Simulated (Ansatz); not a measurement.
Ansatz (a program for electronic structure) run on Na₂H₄Pd (I4mm, 7 atoms in the cell): self-consistent single point.

Method: LDA (PW92), harder PAW files (source: ansatz) made with PBE (plane waves; Ansatz).

```xyz
7
Lattice="-2.6501 2.6501 3.2594 2.6501 -2.6501 3.2594 2.6501 2.6501 -3.2594" Properties=species:S:1:pos:R:3 pbc="T T T"
Na     0.0000     2.6501     1.6297
Na     2.6501     0.0000     1.6297
H      1.1670     1.1670     0.0000
H      1.4831     1.4831     3.2594
H      1.4831    -1.4831     3.2594
H     -1.4831     1.4831     3.2594
Pd     0.0000     0.0000     0.0500
```

Reference input (self-consistent single point, DFT, LDA (PW92), plane waves, default PAW files made with PBE): basis.ecutwfc = 420 eV; kpoints.mp_grid.grid = 7 7 7; hamiltonian.xc = lda; hamiltonian.pseudopotentials = {kind: paw} (the program's default PAW files); scf.occupations.method = fixed. This run's input differs from it in these lines:

Ansatz 0.2 input:
```diff
@@ -14,3 +14,3 @@
 basis:
-  ecutwfc: 420.0
+  ecutwfc: 960.0
 kpoints:
@@ -19,3 +19,3 @@
   xc: lda
-  pseudopotentials: { kind: paw }
+  pseudopotentials: { kind: paw, source: ansatz }
 scf:
```

Output, abridged:

```
SCF iter   1: F=—  HF=-9856.025930 eV  |F-HF|=—  |Δ(HF+E_count)|=         —  Δρ=2.53e-1  dr2=8.99e1  ethr=3.10e-3  ⟨swp⟩=4.0  Hψ=3486  notcnv=0  defer=118
all-band conjugate gradients solve this SCF's bands
   [... lines left out ...]
SCF iter   7: F=—  HF=-9843.487206 eV  |F-HF|=—  |Δ(HF+E_count)|=   3.31e-4  Δρ=3.81e-4  dr2=8.85e-5  ethr=5.31e-6  ⟨swp⟩=3.0  Hψ=1831  notcnv=0  defer=200
SCF iter   8: F=—  HF=-9843.487124 eV  |F-HF|=—  |Δ(HF+E_count)|=   8.19e-5  Δρ=8.01e-5  dr2=5.59e-6  ethr=2.21e-7  ⟨swp⟩=2.2  Hψ=1690  notcnv=0  defer=93
SCF iter   9: F=—  HF=-9843.487126 eV  |F-HF|=—  |Δ(HF+E_count)|=   1.99e-6  Δρ=1.84e-5  dr2=4.56e-7  ethr=1.40e-8  ⟨swp⟩=2.0  Hψ=1311  notcnv=0  defer=96
SCF iter  10: F=-9843.487126 eV  HF=-9843.487126 eV  |F-HF|=7.22e-10  |Δ(HF+E_count)|=   4.43e-9  Δρ=3.21e-6  dr2=1.20e-8  ethr=2.50e-10  ⟨swp⟩=11.4  Hψ=5734  notcnv=0
SCF 1 converged in 10 iterations: F = -9843.487126 eV  dr2 = 1.20e-8
Free energy (F): -9843.487126 eV
Internal energy: -9843.487126 eV  (E = F + TS)
E sigma→0 (E₀):  -9843.487126 eV
Fermi energy:    2.002574 eV
--- Forces (eV/Å), atoms counted from 1 ---
  atom   1  Na     0.00000000    -0.00000000     0.02057156
  atom   2  Na    -0.00000000    -0.00000000     0.02057156
  atom   3  H     -0.12292153    -0.12292153     0.08460157
  atom   4  H      0.12292153     0.12292153     0.08460157
  atom   5  H      0.12292153    -0.12292153     0.08460157
  atom   6  H     -0.12292153     0.12292153     0.08460157
  atom   7  Pd     0.00000000    -0.00000000    -0.37948588
--- Stress (GPa, compression-positive) ---
       -2.841364       0.000000       0.000000
        0.000000      -2.841364       0.000000
        0.000000       0.000000      -1.564371
  P = ⅓ Tr σ = -2.4157 GPa (-24.157 kbar)
  The stress holds the Pulay correction. Without it, at fixed plane waves, as pw.x and ABINIT print it: P = -2.4217 GPa
```

The run converged in 10 iterations. Against the reference run the pressure moves little (-2.41 to -2.42 GPa), the largest force stays at 0.379 eV/Å and the gap on the mesh hardly changes (2.240 to 2.243 eV). The full log also holds: “WARN: iter 1: σ=0 fill of 20 bands saw a band overlap (occupied 5.9958 eV > unoccupied 5.8609 eV) — on an unconverged iterate often a transient of an (band_overlap_at_count)”.

The starting cell comes from a database of computed structures (which also holds hypothetical and non-ambient phases and stackings), without a prior relaxation at this level. Its lattice was rescaled by up to half a per cent. One atom was moved a little off its site on purpose. Ansatz's pressure includes its estimate of the finite-basis (Pulay) stress.
